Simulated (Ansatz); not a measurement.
Take MgO in the rock salt structure (space group Fm-3m, No. 225) as the base.

MgO is modelled in the cubic space group Fm-3m (No. 225), the rock salt structure, Pearson symbol cF8. Lattice parameters: a = b = c = 4.1592 Å, α = β = γ = 90.00°. Mg on 4a is coordinated by 6 O at 2.080 Å (octahedral). O on 4b sees 6 Mg at 2.080 Å (octahedral). (Neighbours: up to the widest gap in distance over summed covalent radii, below 1.35, at either atom; cation-cation and far metal-metal contacts left out.)
(The calculation used a cell of 2 atoms; values per cell refer to that cell.)

All numbers come from Kohn–Sham DFT with the LDA functional, run in Ansatz (a program for electronic structure) with PAW and 420 eV plane waves, scalar-relativistic without spin-orbit coupling.

Base values:

| Property | Result |
|---|---|
| Lattice parameter a | 4.159 Å |

It is then changed as follows: a hydrostatic pressure of 4.5 GPa.

**Question.** How does this affect the mean gap deformation potential ΔEg/Δln V?

**Answer.** The mean gap deformation potential ΔEg/Δln V is -10.4 eV.

**Question.** What does the calculation give for the lattice parameter a after the change?

**Answer.** The lattice parameter a decreases by 0.034 Å to 4.125 Å.

Load acts through the strain it causes; cell and atoms are relaxed under it. Stability against distortions was not tested.
